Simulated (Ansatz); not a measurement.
## Pressure series in ZnSiP2

Base system: ZnSiP₂ in the chalcopyrite structure (space group I-42d, No. 122).

```yaml
crystal:
  lattice:
    - [-2.68876, 2.68876, 5.23303]
    - [2.68876, -2.68876, 5.23303]
    - [2.68876, 2.68876, -5.23303]
  atoms:
    - { symbol: Zn, position: [0.75000, 0.25000, 0.50000] }
    - { symbol: Zn, position: [0.00000, 0.00000, 0.00000] }
    - { symbol: Si, position: [0.25000, 0.75000, 0.50000] }
    - { symbol: Si, position: [0.50000, 0.50000, 0.00000] }
    - { symbol: P, position: [0.14181, 0.12500, 0.51681] }
    - { symbol: P, position: [0.60819, 0.62500, 0.48319] }
    - { symbol: P, position: [0.37500, 0.85819, 0.98319] }
    - { symbol: P, position: [0.87500, 0.39181, 0.01681] }
```

Cell and atoms are relaxed at each pressure.

Method: r2SCAN, PAW, 500 eV (Ansatz, an electronic-structure program; scalar-relativistic without spin-orbit coupling).

Candidates:
(a) pressure 1.8 GPa
(b) pressure 30 GPa
(c) pressure 4.2 GPa
(d) pressure 60 GPa

For the base:

The band gap is 1.55 eV.

**Question.** Order them by band gap, highest first.

**Answer.** (a) pressure 1.8 GPa (1.51 eV), (c) pressure 4.2 GPa (1.46 eV), (b) pressure 30 GPa (1.00 eV), (d) pressure 60 GPa (0.57 eV)

Load acts through the strain it causes; cell and atoms are relaxed under it. Whether these cells are dynamically stable was not tested. Competing high-pressure phases were not computed.
